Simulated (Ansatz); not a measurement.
The starting structures come from a database of crystals and need not be the phases stable at ambient conditions.

Input:

```
Zn2SSe
1.0
    3.90929     0.00000     0.00000
    0.00000     3.90929     0.00000
    0.00000     0.00000     5.52212
Zn Se S
2 1 1
Direct
  0.50000   0.00000   0.76306
  0.00000   0.50000   0.23694
  0.00000   0.00000   0.50000
  0.50000   0.50000   0.00000
```

Space group of this cell: P-4m2. The cell is taken as given; by LDA its mean pressure is -3.6 GPa.

Transport runs along the normal of the first two printed cell vectors, the (001) plane of the conventional cell.

The gap is the functional's own. No spin-orbit coupling. Mid-gap values are interpolated on the energy grid.

Problem. Predict the band gap and the smallest decay constant κ at mid-gap from LDA in Ansatz (a first-principles code).

Solution. Gap 1.37 eV on a 8×8×6 mesh; κ = 0.105 1/Å, at the zone centre.
